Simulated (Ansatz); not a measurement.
Given:

End structure of CO on the 1x1 (110) surface of bcc W, one in a 1x1 cell, started at the site 'hollow W-W-W':

```
CELL_PARAMETERS angstrom
      2.75768     0.00000     0.00000
     -0.91923     2.59996     0.00000
      0.00000     0.00000    26.00000
ATOMIC_POSITIONS crystal
  W  0.50000 0.50000 0.37289
  W  0.00000 0.00000 0.45653
  W  0.49820 0.50180 0.54303
  W  0.99691 0.00309 0.62975
  C  0.17127 0.82873 0.70182
  O  0.21130 0.78870 0.74588
```

Model: 6-atom slab, 6.6 Å thick at the start under the adsorbate (thin: gaps and levels are the slab's own), 12x12x1 mesh, Fermi-Dirac 0.1 eV, dipole correction, 2 atoms held, the rest relaxed; held to the start's symmetry, so lower structures may exist; no spin, no spin-orbit, no U, no dispersion correction. At the end it is bonded to W. In PBE it is, or lies within 0.03 eV of, the lowest of the starts that converged.

A negative adsorption energy means that the adsorbate is more stable on the surface than in its reference.

### Question
Predict the work function of the top face from PBE run with Ansatz (an electronic-structure program).

### Answer
6.90 eV

### Question
Predict the change of the work function from PBE.

### Answer
2.08 eV

### Question
What is the computed change of the step from the bottom to the top vacuum level, against the clean slab (PBE)?

### Answer
2.11 eV

### Question
Predict the adsorption energy against CO(g) from PBE.

### Answer
-1.58 eV
